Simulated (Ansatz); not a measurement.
An Ansatz (a first-principles code) run: LaC2 with a change (uniaxial strain ε_zz = +0.40 %); Kohn–Sham DFT with the PBEsol functional, run in Ansatz with PAW and 420 eV plane waves, spin-orbit coupling left out.

Input:

Ansatz 0.2 input:
```yaml
crystal:
  lattice:
    - [-1.9458740233, 1.9458740233, 3.2786478624]
    - [1.9458740233, -1.9458740233, 3.2786478624]
    - [1.9458740233, 1.9458740233, -3.2786478624]
  atoms:
    - { symbol: La, position: [0, 0, 0] }
    - { symbol: C, position: [0.4009352462, 0.4009352462, 0] }
    - { symbol: C, position: [0.5990647538, 0.5990647538, 0] }
basis: { ecutwfc: 420, ecutrho_ratio: 4, xc_grid: 2, fft_grid_basis: typed }
kpoints: { mp_grid: { grid: [21, 21, 21] } }
hamiltonian:
  xc: pbesol
  dispersion: none
  pseudopotentials: { kind: paw }
scf: { occupations: { method: fermi_dirac, width: 0.1 }, convergence: { dr2_threshold: 0.0000000003 } }
relax: { f_tol: 0.005, max_steps: 50 }
output: { forces: true, stress: true }
checkpoint: { write: state.ck, write_every: 1000 }
```

Output (explanatory and most iteration lines left out):

```
Relaxation: its limit of steps is 50 (relax.max_steps)
Pseudopotential: La, paw, valence charge 11
Pseudopotential: C, paw, valence charge 4
Crystal: 3 atoms, lattice volume = 49.657 Å³
Basis set: ecut = 420 eV, 991 PW (Γ), exchange–correlation on 60×60×60 points (8 copies of the dense FFT grid, shifted against one another)
Bands: 14, of which v1, the nominal top of the filled ones, is band 10 counted from 1 (9 counted from 0)
Symmetry: 16 space group operations
Space group: I4/mmm (ITA 139), of the structure as read, at distance tolerance 3.7e-5 Å
k-points: 726 of 9261
Functional: x = pbesol(κ = 0.804, μ = 0.12345679012345678), c = pbesol(β = 0.046)
SCF iter   1: F=—  HF=-6655.054987 eV  |F-HF|=—  |Δ(HF+E_count)|=         —  Δρ=5.64e-3  dr2=1.98e-2  ethr=1.77e-3  ⟨swp⟩=4.0  Hψ=46420  notcnv=0
SCF iter   2: F=—  HF=-6655.050798 eV  |F-HF|=—  |Δ(HF+E_count)|=   4.19e-3  Δρ=2.33e-3  dr2=3.30e-3  ethr=1.04e-4  ⟨swp⟩=2.5  Hψ=20382  notcnv=0
SCF 1 converged in 8 iterations: F = -6655.050475 eV  dr2 = 2.43e-11
relax step   1: F+E_penalty+E_count = -6655.05047467 eV  Δ(F+E_penalty+E_count) = +0.000e0 eV  max|allowed force component| = 2.623e-1 eV/Å  Δτ_max = 0.0000 Å  (8 SCF iters, accepted)
Crystal: 3 atoms, lattice volume = 49.657 Å³
SCF iter   1: F=—  HF=-6655.051085 eV  |F-HF|=—  |Δ(HF+E_count)|=         —  Δρ=6.61e-4  dr2=2.26e-4  ethr=1.06e-6  ⟨swp⟩=2.0  Hψ=38711  notcnv=0
SCF iter   2: F=—  HF=-6655.051027 eV  |F-HF|=—  |Δ(HF+E_count)|=   5.83e-5  Δρ=2.86e-4  dr2=3.40e-5  ethr=1.06e-6  ⟨swp⟩=2.0  Hψ=13176  notcnv=0
SCF 2 converged in 6 iterations: F = -6655.051013 eV  dr2 = 7.58e-11
relax step   2: F+E_penalty+E_count = -6655.05101257 eV  Δ(F+E_penalty+E_count) = -5.379e-4 eV  max|allowed force component| = 7.289e-2 eV/Å  Δτ_max = 0.0016 Å  (6 SCF iters, accepted)
Crystal: 3 atoms, lattice volume = 49.657 Å³
SCF iter   1: F=—  HF=-6655.051070 eV  |F-HF|=—  |Δ(HF+E_count)|=         —  Δρ=2.55e-4  dr2=3.36e-5  ethr=1.75e-6  ⟨swp⟩=2.3  Hψ=25241  notcnv=0
SCF iter   2: F=—  HF=-6655.051059 eV  |F-HF|=—  |Δ(HF+E_count)|=   1.10e-5  Δρ=1.10e-4  dr2=5.03e-6  ethr=1.77e-7  ⟨swp⟩=2.3  Hψ=19098  notcnv=0
SCF 3 converged in 5 iterations: F = -6655.051057 eV  dr2 = 2.54e-10
relax step   3: F+E_penalty+E_count = -6655.05105692 eV  Δ(F+E_penalty+E_count) = -4.435e-5 eV  max|allowed force component| = 7.265e-4 eV/Å  Δτ_max = 0.0006 Å  (5 SCF iters, accepted)
SCF converged after 5 iterations
Free energy (F): -6655.051057 eV
Internal energy: -6655.018064 eV  (E = F + TS)
E sigma→0 (E₀):  -6655.034560 eV
Entropy (-TS):   -0.032993 eV (-10.998 meV/atom)
Fermi energy:    10.556880 eV
--- Forces (eV/Å), atoms counted from 1 ---
  atom   1  La     0.00000000     0.00000000     0.00000000
  atom   2  C     -0.00000000    -0.00000000    -0.00072648
  atom   3  C      0.00000000     0.00000000     0.00072648
--- Stress (GPa, compression-positive) ---
       -0.100658       0.000000      -0.000000
        0.000000      -0.100658      -0.000000
       -0.000000      -0.000000      -1.451696
  P = ⅓ Tr σ = -0.5510 GPa (-5.510 kbar)
--- Relaxed structure (3 steps of the walk, 3 accepted, 0 SCFs on fresh bases) ---
  atoms:
    - { symbol: La, position: [-2.7557146980194884e-20, -2.75571469801949e-20, 5.721995544247067e-35] }
    - { symbol: C, position: [0.40127311666088156, 0.40127311666088156, -3.092970564457871e-36] }
    - { symbol: C, position: [0.5987268833391183, 0.5987268833391183, -5.412698487801277e-35] }
```

Whether these cells are dynamically stable was not tested. All final runs are without spin polarisation. The cell was made from LaC2 (space group I4/mmm, No. 139) by this change: uniaxial strain ε_zz = +0.40 %.
